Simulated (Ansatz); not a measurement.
System: L1₀ (CuAu-type) CuAu. Method: r²SCAN+rVV10 (plane waves, PAW; Ansatz, a quantum-chemistry and plane-wave program).

Numerical settings: plane-wave cutoff 500 eV, 20×20×16 k mesh (along the axes of the cell as run), Fermi–Dirac smearing 0.1 eV, no spin polarisation, scalar-relativistic PAW data made under PBE.

Computed at the level's own relaxed cell.

Question: Estimate the volume per atom, lattice parameter a and lattice parameter c that the calculation returns.

Answer: 
- volume per atom: 14.31 Å³/atom
- lattice parameter a: 2.837 Å
- lattice parameter c: 3.556 Å

Measured, for comparison: lattice constant a 2.8 Å (temperature not stated, not corrected to a static lattice; as tabulated in Nepal et al. (2019), arXiv:1905.09348); lattice parameter c 3.67 Å (temperature not stated, not corrected to a static lattice; as tabulated in Mehl et al. (2016), arXiv:1607.02532). Computed (rounded) less measured: lattice constant a +1.3 %, lattice parameter c -3.1 %.

Spin–orbit coupling is not included; it can shift volumes and moduli of such heavy elements.

Static lattice: no zero-point or thermal effects.

It cost around 6 core-minutes (rough) of CPU time.
